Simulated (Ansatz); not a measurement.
Take Cu in the fcc (Cu type) structure (space group Fm-3m, No. 225; a = 3.5638 Å; relaxed with 0.1 eV smearing) as the base. Axes: x, y, z lie along the cube axes.

Calculations: Ansatz (a first-principles code) PBEsol, no SOC.

It is then changed as follows: uniaxial strain ε_zz = +2.50 %, all other strain components held at zero, atoms relaxed at fixed cell.

Question: What does the calculation give for the energy relative to the base after the change?

Answer: The energy rises by 4.5 meV/atom.

Question: How does this affect the stress?

Answer: The stress (xx, yy, zz, yz, xz, xy; compression positive) comes out as (-3.4, -3.4, -5.0, 0.0, 0.0, 0.0) GPa.

No phonon test of stability was made. The final runs are not spin-polarised.
